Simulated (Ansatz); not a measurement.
Si, response to strain

Start from Si (space group Pm-3n, No. 223; a = 4.866 Å; a model cell, its experimental status unchecked). Axes: x, y, z lie along the cube axes.

Strains are applied to the cell and any free atomic positions relax; under biaxial strain the out-of-plane vector relaxes too; under stress the whole cell relaxes.

Levels (all Ansatz, a program for electronic structure, PAW): PBEsol (420 eV, no spin-orbit coupling); r2SCAN (500 eV, no spin-orbit coupling).

Pressures by level, all at the geometries relaxed with PBEsol:

| case | PBEsol | r2SCAN |
|---|---|---|
| base | 0.0 GPa | -1.2 GPa |
| biaxial strain −1.13 %, plane normal [001], relaxed out of plane | 1.5 GPa | [?] |
| biaxial strain +4.80 %, plane normal [001], relaxed out of plane | -4.0 GPa | [?] |
| uniaxial stress, 3 GPa tension along z | -1.0 GPa | [?] |

Problem. Complete the table.

Solution. 
- biaxial strain −1.13 %, plane normal [001], relaxed out of plane, r2SCAN: 0.1 GPa
- biaxial strain +4.80 %, plane normal [001], relaxed out of plane, r2SCAN: -4.4 GPa
- uniaxial stress, 3 GPa tension along z, r2SCAN: -2.0 GPa

Single points use the geometry relaxed with PBEsol. Their cutoffs differ, which shifts pressures a little. Without a gap, meshes like the base's 10×10×10 leave anisotropic stresses uncertain by several tenths of a GPa, and small strain energies with them. Stability under load was not tested beyond the relaxation. This is not the structure that Si has at room temperature and ambient pressure.
